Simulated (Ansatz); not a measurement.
Given:

```
MgS
1.0
    0.00000     2.61845     2.61845
    2.61845     0.00000     2.61845
    2.61845     2.61845     0.00000
S Mg
1 1
Direct
  0.00000   0.00000   0.00000
  0.50000   0.50000   0.50000
```

A single point on MgS with a change (isotropic strain +1.06 %), its geometry relaxed with PBEsol.

Computed with DFT with HSE06, PAW potentials and a 420 eV plane-wave cutoff in Ansatz (a first-principles code), noncollinear with spin-orbit coupling. Γ-centred 8×8×8 mesh, Fermi–Dirac width 0.01 eV.

Problem. Predict the valence-band top at Γ and band gap.

Solution. 
* **Valence-band top at Γ (three highest Kramers pairs, from the VBM)**: 0.00, 0.00, -0.10 eV
* **Band gap**: 3.72 eV

Single points use the geometry relaxed with PBEsol. The hybrid gap comes from the SCF mesh plus the semilocal run's edge points and a few special points and is an upper bound. Stability against distortions was not tested. The cell was made from MgS in the rock salt structure (space group Fm-3m, No. 225) by this change: isotropic strain +1.06 %.
